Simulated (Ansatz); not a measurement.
Rb2NiF6 (Fm-3m), PBEsol, rigid bands run with Ansatz (a program for electronic structure). Band gap 1.79 eV, N_c = 6.27e20 cm⁻³ and N_v = 1.16e22 cm⁻³ at 300 K, conductivity masses of 5.02 mₑ (electrons) and 47.0 mₑ (holes). Take k_BT = 0.02585 eV.

Q: What built-in voltage has an abrupt junction with N_A = 1e16 and N_D = 1e18 cm⁻³, all dopants ionised?

A: V_bi = E_g/e − (k_BT/e) ln(N_c N_v/(N_A N_D)) = 1.79 − 0.02585 × 20.40 = 1.26 V, for the computed gap.

Q: Find the intrinsic carrier density and the intrinsic Fermi level.

A: n_i = √(N_c N_v) exp(−E_g/2k_BT) = 2.70e21 × exp(−34.62) = 2.5e6 cm⁻³. The level lies (k_BT/2) ln(N_v/N_c) = 38 meV from mid-gap (positive towards the conduction band). Each 0.1 eV added to the gap lowers n_i by a factor of 6.9.

Q: A film of it is 5 nm thick. Estimate the confinement energies in an infinite well.

A: ħ²π²/(2m t²) = 0.376 eV·nm²/(m/mₑ × t²) gives 3.00 meV for electrons and 0.320 meV for holes, so the gap would widen to about 1.79 eV. Finite barriers and nonparabolic bands lower this, and with several valleys or bands the heaviest mass along the normal sets the lowest level, not this average.

Rigid bands with the computed gap; masses take one relaxation time for all states. Spin-orbit coupling is left out; where it splits the top of the valence band, N_v and the p-type Seebeck coefficient come out somewhat high without it.

Formula and space group known from diffraction (Crystallography Open Database), not checked to be the room-temperature form: Rb2NiF6 (Fm-3m). Treated as nonmagnetic, magnetic states not searched for: Rb2NiF6 (Fm-3m).
